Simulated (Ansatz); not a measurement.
## A computed series for Zr: response to strain

The parent structure is Zr in the hcp (Mg type) structure (space group P6_3/mmc, No. 194; a = 3.230 Å, c = 5.179 Å; relaxed with 0.1 eV smearing). Axes: x lies along a and z along c of the hexagonal cell.

Strains are applied to the cell and any free atomic positions relax.

The values are results of PBE in Ansatz (plane waves to 420 eV, PAW, spin-orbit coupling left out), not measurements.

Notes on the quantities. energy relative to the base: free energy F.

| uniaxial strain ε_zz (%) | energy relative to the base (meV/atom) |
|---|---|
| 0 | 0.0 |
| 0.5 | 0.3 |
| 1 | ? |
| 1.5 | 2.6 |
| 2 | 4.6 |
| 2.5 | 7.1 |
| 3 | 10.0 |

Question: Fit ΔE = Aε² + Bε³ (ε in %) to the rows shown and predict the withheld row.

Answer: Least squares on the printed values gives A = 1.22 and B = -0.037 meV/atom (largest residual 0.0 meV/atom); this predicts 1.2 meV/atom, and the run gives 1.2 meV/atom, in agreement.

No phonon test of stability was made. The final runs are not spin-polarised.

Ansatz is a program for electronic structure.
